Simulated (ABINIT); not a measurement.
Pressure against volume in zinc-blende GaN (space group 216) (ABINIT, PBE)

```
CELL_PARAMETERS angstrom
      0.00000     2.21982     2.21982
      2.21982     0.00000     2.21982
      2.21982     2.21982     0.00000
ATOMIC_POSITIONS crystal
  Ga 0.00000 0.00000 0.00000
  N  0.75000 0.75000 0.75000
```

Computed with PBE, norm-conserving pseudopotentials (PseudoDojo nc-sr-05 PBE standard) (plane waves; ABINIT). Settings: pseudos = [Ga.upf, N.upf]; ecut = 55 Ha; ixc = 11; occopt = 3; tsmear = 0.00036749 Ha; ngkpt = 12 12 12; nshiftk = 1; shiftk = 0 0 0; potentials = PseudoDojo nc-sr-05 PBE standard; nband = 14; kptopt = 1; nstep = 100; toldfe = 1e-09 Ha. The cell above is the first row's. The rows scale it uniformly. In all rows fractional positions and the k mesh are held.

```csv
V (Å^3/atom),P (GPa)
10.938,?
11.176,10.02
11.414,5.69
11.652,1.80
11.889,-1.68
12.127,-4.80
12.365,-7.59
12.603,-10.08
12.841,-12.31
```

Using a cubic, estimate the missing P at V = 10.938 from the other rows, showing the fit.

With u = V - 12.0, the rows have u = -0.8240, -0.5860, -0.3480, -0.1110, 0.1270, 0.3650, 0.6030, 0.8410. Least squares gives P = -3.178 - 13.1641·u + 3.1056·u² - 0.4326·u³. Residuals (row less fit): 0.000, 0.000, 0.003, -0.002, 0.001, 0.000, 0.002, 0.000; standard error 0.002 (degrees of freedom: 4). The fitted pressure is zero at V0 = 11.77, where dP/dV = -14.65, so B0 = -V0·dP/dV = 172 GPa. At the withheld row, u = -1.0620, so P = -3.178 - 13.1641 × (-1.0620) + 3.1056 × (-1.0620)² - 0.4326 × (-1.0620)³ = 14.823 GPa. The calculation gives 14.86 GPa, 0.037 GPa above the prediction (0.1 % of the range of P in the table). The row lies outside the fitted rows, so this is an extrapolation.

Carrying the step between the two nearest rows on in a straight line would have given 14.35, off by 0.51; series whose last step already gives the withheld value aren't shown. The scan was laid around a cell of about the measured size, scaled by a guess for this functional. This is a metastable polymorph. The runs keep the symmetry of the cell, so they don't test it for distortions. Cutoffs and mesh are single choices, not tested for convergence of this quantity. Series with a scatter that would blur these digits, or in which a gap closes, are not shown.
